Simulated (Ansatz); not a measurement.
Output of an Ansatz run (abridged):

```
WARN basis.ecutwfc = 420 eV, the default
WARN ansatz: RAYON_NUM_THREADS=1 ignored (pool sized by the plan → 1); use --threads N
basis.fft_grid_basis auto: the FFT boxes are laid along the combinations [[1, 0, -1], [0, 1, -1], [0, 0, 1]] of the cell's own vectors, 2.460, 2.460 and 11.240 …
Pseudopotentials: kind: paw
Pseudopotential: C, paw, valence charge 4
Crystal: 4 atoms, lattice volume = 58.435 Å³
Basis set: ecut = 420 eV, 1117 PW (Γ), FFT grids on a1−a3, a2−a3, a3
Bands: 12, of which v1, the nominal top of the filled ones, is band 8 counted from 1 (7 counted from 0)
Symmetry: 12 space group operations
Space group: R-3m (ITA 166), of the structure as read, at distance tolerance 3.9e-5 Å
k-points: 344 of 3375
PAW frozen core: C, regenerated for the run's functional, and the local potential with it
Initial density: superposition of atomic densities (neutral atoms: chi_scale 0, normalization atom), corrected by the library's trained network
Initial wavefunctions: pseudopotential atomic-orbital guess
Eigensolver: davidson
Functional: x = slater, c = lda
SCF iter   1: F=—  HF=-971.872943 eV  |F-HF|=—  |Δ(HF+E_count)|=         —  Δρ=5.07e-3  dr2=8.03e-3  ethr=1.77e-3  ⟨swp⟩=5.6  Hψ=25383  notcnv=0
all-band conjugate gradients solve this SCF's bands
preconditioner: auto → none
SCF iter   2: F=—  HF=-971.872906 eV  |F-HF|=—  |Δ(HF+E_count)|=   3.64e-5  Δρ=2.83e-3  dr2=3.61e-3  ethr=5.02e-5  ⟨swp⟩=1.5  Hψ=7270  notcnv=0
SCF iter   3: F=—  HF=-971.873603 eV  |F-HF|=—  |Δ(HF+E_count)|=   6.97e-4  Δρ=8.81e-4  dr2=1.49e-3  ethr=2.26e-5  ⟨swp⟩=2.5  Hψ=7417  notcnv=0
SCF iter   4: F=—  HF=-971.873191 eV  |F-HF|=—  |Δ(HF+E_count)|=   4.12e-4  Δρ=1.61e-4  dr2=1.72e-5  ethr=9.29e-6  ⟨swp⟩=2.0  Hψ=5585  notcnv=0
SCF iter   5: F=—  HF=-971.873248 eV  |F-HF|=—  |Δ(HF+E_count)|=   5.72e-5  Δρ=5.15e-5  dr2=1.51e-6  ethr=1.07e-7  ⟨swp⟩=2.1  Hψ=6903  notcnv=0
SCF iter   6: F=—  HF=-971.873264 eV  |F-HF|=—  |Δ(HF+E_count)|=   1.59e-5  Δρ=1.60e-5  dr2=1.26e-7  ethr=9.46e-9  ⟨swp⟩=2.2  Hψ=6678  notcnv=0
SCF iter   7: F=-971.873265 eV  HF=-971.873265 eV  |F-HF|=3.30e-8  |Δ(HF+E_count)|=   5.31e-7  Δρ=8.55e-6  dr2=4.14e-8  ethr=6.25e-10  ⟨swp⟩=8.2  Hψ=22377  notcnv=0
SCF 1 converged in 7 iterations: F = -971.873265 eV  dr2 = 4.14e-8
SCF converged after 7 iterations
Free energy (F): -971.873265 eV
Harris-Foulkes:  -971.873265 eV  (|F-HF|=3.30e-8)
Internal energy: -971.868323 eV  (E = F + TS)
E sigma→0 (E₀):  -971.870794 eV
Entropy (-TS):   -0.004942 eV (-1.235 meV/atom)
Fermi energy:    2.258982 eV
--- Per-component energies (eV) ---
  E_band       = -109.025575
  E_kinetic    = 363.875041
  E_local      = -2337.169265  (includes V_loc(G=0)·N_el)
  E_nonlocal   = 113.700270
  E_hartree    = 1008.735460
  E_xc         = -189.963398
  E_vxc        = -236.165865  (∫ρ·V_xc dr)
  E_paw        = -367.612781  (= ΣΔE_a)
  E_vpaw       = -30.733258  (= ΣTr[D̂ρ^β])
  E_aug_tail   = 0.000036  (compensation charges beyond the density's cutoff)
  E_ewald      = 436.314983
  E_core_change = 0.251330  (= ΣΔE_core)
  E_smearing   = -0.004942  (= −TS)
  E_closure    = 0.000000  (closes the sum)
  Σ components = -971.873265   (vs F -971.873265, Δ=0.00e0)
--- Forces (eV/Å), atoms counted from 1 ---
  atom   1  C      0.00000000     0.00000000     0.17997092
  atom   2  C     -0.00000000    -0.00000000    -0.17997092
  atom   3  C      0.00000000     0.00000000     0.19140372
  atom   4  C     -0.00000000    -0.00000000    -0.19140372
  max |Σ_I F_I| component: 2.78e-17 eV/Å
--- Stress (GPa, compression-positive) ---
       -4.680818      -0.000000      -0.000000
       -0.000000      -4.680818      -0.000000
       -0.000000      -0.000000      -0.116349
  P = ⅓ Tr σ = -3.1593 GPa (-31.593 kbar)
  The stress holds the Pulay correction. Without it, at fixed plane waves, as pw.x and ABINIT print it: P = -3.5866 GPa
--- Band table (eV; the first three rows and the last of 344) ---
  k-point 0: bands = ["-17.1598", "-16.9999", "-5.9194", "-4.9029", "-0.7527", "-0.7527", "-0.7431", "-0.7431", "5.4739", "7.2887", "8.3778", "10.5912"]
  k-point 1: bands = ["-17.0545", "-16.8957", "-5.7909", "-4.7785", "-1.1705", "-1.1561", "-0.9781", "-0.9652", "5.6161", "7.4188", "8.5133", "10.6375"]
  k-point 2: bands = ["-16.7394", "-16.5838", "-5.4073", "-4.4078", "-2.2839", "-2.2581", "-1.5482", "-1.5301", "6.0427", "7.8085", "8.9178", "10.6565"]
  k-point 343: bands = ["-17.0545", "-16.8957", "-5.7904", "-4.7789", "-1.1704", "-1.1560", "-0.9779", "-0.9655", "6.0660", "6.3528", "9.9188", "10.6266"]
```

The structure:

```xyz
4
Lattice="1.2300 0.7101 11.1500 -1.2300 0.7101 11.1500 0.0000 -1.4203 11.1500" Properties=species:S:1:pos:R:3 pbc="T T T"
C      0.0000     0.0000     1.6725
C      0.0000     0.0000    31.7775
C      0.0000     0.0000     9.4663
C      0.0000     0.0000    23.9837
```

**Question.** Write an input that gives this output.

**Answer.** Other spellings and defaults could give the same log, and not every line can be read from it. The input that was run (DFT, LDA (PW92), plane waves, default PAW files made with PBE):

Ansatz 0.2 input:
```yaml
# C
crystal:
  lattice:
    - [1.23000000, 0.71014100, 11.15000000]
    - [-1.23000000, 0.71014100, 11.15000000]
    - [0.00000000, -1.42028200, 11.15000000]
  atoms:
    - { symbol: C, position: [0.05000000, 0.05000000, 0.05000000] }
    - { symbol: C, position: [0.95000000, 0.95000000, 0.95000000] }
    - { symbol: C, position: [0.28300000, 0.28300000, 0.28300000] }
    - { symbol: C, position: [0.71700000, 0.71700000, 0.71700000] }
kpoints:
  mp_grid: { grid: [15, 15, 15] }
hamiltonian:
  xc: lda
  pseudopotentials: { kind: paw }
scf:
  occupations: { method: fermi_dirac, width: 0.136 eV }
output:
  forces: true
  eigenvalues: true
  stress: true
```

The starting cell comes from a database of published, mostly measured structures (it also holds non-ambient and calculated ones), without a prior relaxation at this level. With a pressure of about -3 GPa the cell is away from its equilibrium volume at this level. Ansatz's pressure includes its estimate of the finite-basis (Pulay) stress.

Ansatz is a program for electronic structure.
